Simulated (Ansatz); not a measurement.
Take KI in the CsCl type structure (space group Pm-3m, No. 221; a = 4.292 Å; a model cell, its experimental status unchecked) as the base. Axes: x, y, z lie along the cube axes.

Calculations: DFT with r2SCAN, PAW potentials and a 500 eV plane-wave cutoff in Ansatz (a program for electronic structure), scalar-relativistic without spin-orbit coupling.

Before the change:

```
Item                   Result
-------------------  --------
Smallest direct gap   4.41 eV
Pressure             0.01 GPa
```

Perturbation: tensor shear ε_xy = −2.18 % (engineering shear γ = -0.0436); the atoms relax in the strained cell.

Question: What does the calculation give for the smallest direct gap after the change?

Answer: The smallest direct gap falls by 0.04 eV (4.41 eV → 4.37 eV).

Question: Estimate the effect on the pressure.

Answer: The pressure (mean of the normal stresses, compression positive) hardly moves (0.01 GPa against 0.04 GPa).

Spin-orbit coupling, missing from the scalar runs, can matter with I. No phonon test of stability was made. This is not the structure that KI has at room temperature and ambient pressure.
